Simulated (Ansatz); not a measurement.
System: LaN (model structure, within 0.1 Å of P4/nmm, No. 129, 8 atoms in the cell). Method: r²SCAN (plane waves, PAW; Ansatz, a quantum-chemistry and plane-wave program).

Numerical settings: plane-wave cutoff 560 eV, 4×10×10 k mesh (along the axes of the cell as run), Fermi–Dirac smearing 0.01 eV, scalar-relativistic PAW data made under PBE.

Cell (relaxed with PBEsol):

Space group P4/nmm, origin choice 1 (No. 129); a = b = 3.7066 Å, c = 5.2685 Å, α = β = γ = 90.00°

```
atom  site  symmetry       x       y       z
----  ----  --------  ------  ------  ------
La      2c       4mm  0.0000  0.5000  0.2536
N       2c       4mm  0.5000  0.0000  0.2649
```
(The calculation used a cell of 8 atoms; values per cell refer to that cell.)

Task: What does this level give for the band gap?

Result: 
- band gap = 0.08 eV

Note: cell and atoms aren't relaxed at this level (largest force component 0.06 eV/Å, pressure 4.2 GPa).

Spin–orbit coupling is not included; it can close the smallest gap of 0.08 eV.

Computed values are for the static lattice.

A model structure was made by putting elements into a prototype or built by hand; it is no filed structure, need not be a known phase, and can be a saddle point held by its symmetry.
